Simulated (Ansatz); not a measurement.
# Carrier properties of BeTe under load (space group I-4m2)

Data:

```xyz
2
Lattice="0.0000 2.7774 2.8223 2.7774 0.0000 2.8223 2.7774 2.7774 0.0000" Properties=species:S:1:pos:R:3 pbc="T T T"
Be     0.0000     0.0000     0.0000
Te     4.1661     4.1661     4.2334
```

All values below come from PBEsol with spin-orbit coupling, rigid bands (plane waves, PAW; Ansatz, a quantum-chemistry and plane-wave program). Condition of this run: biaxial stress xx = yy = 1 GPa (compression positive) (the target of the relaxation). Geometry: cell and atoms relaxed with PBEsol, then loaded as said.

```
Property                                                                                                                                                          Result
---------------------------------------------------------------------------------------------------------------------------------------  -------------------------------
band gap                                                                                                                                                         1.44 eV
electron conductivity mass (300 K, dilute)                                                                                               0.44 (x), 0.44 (y), 0.27 (z) mₑ
hole conductivity mass (300 K, dilute)                                                                                                   0.38 (x), 0.38 (y), 0.42 (z) mₑ
effective density of states N_c (300 K)                                                                                                                      1.6e19 cm⁻³
effective density of states N_v (300 K)                                                                                                                      5.7e18 cm⁻³
density-of-states mass, electrons                                                                                                                                0.73 mₑ
density-of-states mass, holes                                                                                                                                    0.37 mₑ
Seebeck coefficient, n-type 1e19 cm⁻³, 300 K                                                                                                                   -260 μV/K
best n-type power factor at 300 K for τ = 10 fs (best axis; densities from 1e16 to 1e21 cm⁻³ tried, whether or not they can be reached)      9.3 μW/(cm·K²) at 1e20 cm⁻³
Seebeck coefficient, p-type 1e19 cm⁻³, 300 K                                                                                                                    222 μV/K
best p-type power factor at 300 K for τ = 10 fs (best axis; densities from 1e16 to 1e21 cm⁻³ tried, whether or not they can be reached)      5.2 μW/(cm·K²) at 1e20 cm⁻³
```

Rigid bands; masses and Seebeck coefficients take one relaxation time τ for all states and one kind of carrier; polarons and phonon drag are left out.
